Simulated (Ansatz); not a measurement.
## Response to strain in GaAs

Start from GaAs in the zinc blende structure (space group F-43m, No. 216; a = 5.6028 Å). Axes: x, y, z lie along the cube axes.

Strains are applied to the cell and any free atomic positions relax; under biaxial strain the out-of-plane vector relaxes too.

Calculations: LDA (Ansatz, an electronic-structure program), without spin-orbit coupling.

Candidates:
(a) biaxial strain −2.50 %, plane normal [001], relaxed out of plane
(b) biaxial strain +2.00 %, plane normal [001], relaxed out of plane
(c) biaxial strain +0.50 %, plane normal [001], relaxed out of plane
(d) biaxial strain −2.00 %, plane normal [001], relaxed out of plane

**Question.** Order them by out-of-plane strain, lowest first.

**Answer.** (b) biaxial strain +2.00 %, plane normal [001], relaxed out of plane (-1.83 %), (c) biaxial strain +0.50 %, plane normal [001], relaxed out of plane (-0.45 %), (d) biaxial strain −2.00 %, plane normal [001], relaxed out of plane (+1.80 %), (a) biaxial strain −2.50 %, plane normal [001], relaxed out of plane (+2.24 %)

Stability against distortions was not tested.
